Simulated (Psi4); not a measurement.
Psi4 1.11, PBE0/def2-svpd, scf_type pk: Te(Br)(SiH3) ([SiH3][Te]Br), 6 atoms. The geometry is a generated start, not checked to be a minimum at this level.

```
Quantity                                            Result
-------------------------  -------------------------------
task                                                energy
method                                                pbe0
basis                                            def2-svpd
memory                                                7 GB
e_convergence                                        1e-08
d_convergence                                        1e-07
guess                       auto, which took SAD (default)
diis_max_vecs                                 10 (default)
scf_initial_accelerator                    adiis (default)
dft_radial_points                             75 (default)
dft_spherical_points                         302 (default)
effective core potentials  those of the basis set, past Kr
basis functions                                        124
grid points                                         131601
```

```xyz
6

Te     0.0584    -1.1955     1.4832
Br     0.0060    -2.9230    -0.3228
Si     0.0002     0.7564    -0.0920
H     -0.6268     1.8076     0.6896
H     -0.7855     0.3931    -1.2640
H      1.3478     1.1615    -0.4939
```

The reference run uses exact four-centre integrals (scf_type = pk). One run each, on a shared machine, so no times are given.

Settings tried, all else as in the reference:
- scf_type = cd, cholesky_tolerance = 0.0001 (default)
- scf_type = dfdirj+link
- scf_type = dfdirj+cosx, cosx_radial_points_final = 25, cosx_spherical_points_final = 50
- scf_type = dfdirj+snlink
- scf_type = cd, cholesky_tolerance = 1e-06
- scf_type = dfdirj+cosx, cosx_radial_points_final = 75, cosx_spherical_points_final = 302
- scf_type = cd, cholesky_tolerance = 0.01
- scf_type = cd, cholesky_tolerance = 1e-05
- scf_type = mem_df
- scf_type = cd, cholesky_tolerance = 0.001
- scf_type = dfdirj+cosx
- scf_type = dfdirj+cosx, cosx_radial_points_final = 50, cosx_spherical_points_final = 194

Problem. Sort the settings: which keep to the reference within 0.10 meV/atom in energy, and which don't?

Solution. Within it: scf_type = cd, cholesky_tolerance = 1e-06; scf_type = cd, cholesky_tolerance = 1e-05. Outside: scf_type = mem_df; scf_type = cd, cholesky_tolerance = 0.0001 (default); scf_type = dfdirj+cosx, cosx_radial_points_final = 75, cosx_spherical_points_final = 302; scf_type = dfdirj+link; scf_type = dfdirj+snlink; scf_type = dfdirj+cosx, cosx_radial_points_final = 50, cosx_spherical_points_final = 194; scf_type = dfdirj+cosx; scf_type = dfdirj+cosx, cosx_radial_points_final = 25, cosx_spherical_points_final = 50; scf_type = cd, cholesky_tolerance = 0.001; scf_type = cd, cholesky_tolerance = 0.01.

```json
[
 {"setting": "scf_type = cd, cholesky_tolerance = 1e-06", "energy against the reference": "+0.034 meV/atom"},
 {"setting": "scf_type = cd, cholesky_tolerance = 1e-05", "energy against the reference": "+0.049 meV/atom"},
 {"setting": "scf_type = mem_df", "energy against the reference": "−0.27 meV/atom"},
 {"setting": "scf_type = cd, cholesky_tolerance = 0.0001 (default)", "energy against the reference": "+0.30 meV/atom"},
 {"setting": "scf_type = dfdirj+cosx, cosx_radial_points_final = 75, cosx_spherical_points_final = 302", "energy against the reference": "−0.38 meV/atom"},
 {"setting": "scf_type = dfdirj+link", "energy against the reference": "−0.48 meV/atom"},
 {"setting": "scf_type = dfdirj+snlink", "energy against the reference": "−0.49 meV/atom"},
 {"setting": "scf_type = dfdirj+cosx, cosx_radial_points_final = 50, cosx_spherical_points_final = 194", "energy against the reference": "−0.56 meV/atom"},
 {"setting": "scf_type = dfdirj+cosx", "energy against the reference": "−2.8 meV/atom"},
 {"setting": "scf_type = dfdirj+cosx, cosx_radial_points_final = 25, cosx_spherical_points_final = 50", "energy against the reference": "+13 meV/atom"},
 {"setting": "scf_type = cd, cholesky_tolerance = 0.001", "energy against the reference": "−24 meV/atom"},
 {"setting": "scf_type = cd, cholesky_tolerance = 0.01", "energy against the reference": "−790 meV/atom"}
]
```

Total energies are compared; such shifts often cancel in part in energy differences. The DFDIRJ builders fit J, which adds its shift to that of exchange. Psi4 runs the final COSX grid once, on the density of the start grid. Also tried and not ranked: scf_type = direct (same energy as a listed run). The tolerance is a choice made for this comparison.
